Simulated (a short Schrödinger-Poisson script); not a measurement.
# MOS inversion layer, SiO2 on p-type Si(100)

System: MOS inversion layer, SiO2 on p-type Si(100), at 400 K.

```
layer  material  thickness (nm)  Na (cm⁻³)
-----  --------  --------------  ---------
1          SiO2             1.5          -
2            Si             190       5e18
```

Constants are typed, rounded textbook-type inputs, not results; the design itself was drawn at random and stands for no fabricated device. SiO2: permittivity 3.9, conduction-band edge (eV) 3.15, gap (eV) 9, electron mass (mₑ) 0.5. Si: permittivity 11.7, conduction-band edge (eV) 0, gap (eV) 1.124, Nv at 300 K (cm⁻³) 3.1e19.

Channel valleys (confinement mass, in-plane density-of-states mass, number): Δ2 0.916, 0.19, 2; Δ4 0.19, 0.417, 4. At the gate the conduction-band edge of layer 1 lies 3.45 eV − eVg above the Fermi level of the channel; the field vanishes at the back. Gaps are held at their typed values at every temperature. Mesh 0.03 nm at interfaces.

Solved with a short Schrödinger-Poisson script written for these runs: 1D Poisson equation in equilibrium, electrons quantum, Hartree (BenDaniel-Duke, 12 states a valley, the channel's in-plane mass for all, wave functions free to enter the dielectric), parabolic valleys, classical holes, full ionisation, no traps, pinning or gate leakage.

```tsv
Vg (V)	electrons (cm⁻²)	C (μF/cm²)	Δ2 E0 (meV)	Δ2 E1 (meV)	Δ4 E0 (meV)	Δ4 E1 (meV)
0.55	4.93e7	0.556	411.6	537.5	498.3	698.3
0.65	3.74e8	0.537	341.0	471.8	430.5	639.5
0.75	2.92e9	0.526	269.4	404.8	361.5	578.9
0.85	2.29e10	0.558	197.9	337.6	292.4	517.7
0.95	1.52e11	0.793	131.8	275.6	228.6	461.0
1.05	5.93e11	1.22	83.5	231.0	182.5	420.1
1.15	1.35e12	1.50	53.2	204.2	154.2	395.8
1.25	2.27e12	1.65	32.9	187.1	135.8	380.4
1.35	3.29e12	1.73	17.6	175.1	122.4	369.8
1.45	4.35e12	1.78	5.3	165.9	111.9	361.7
1.55	5.46e12	1.82	-5.2	158.5	103.2	355.4
```

Subbands count from the Fermi level.
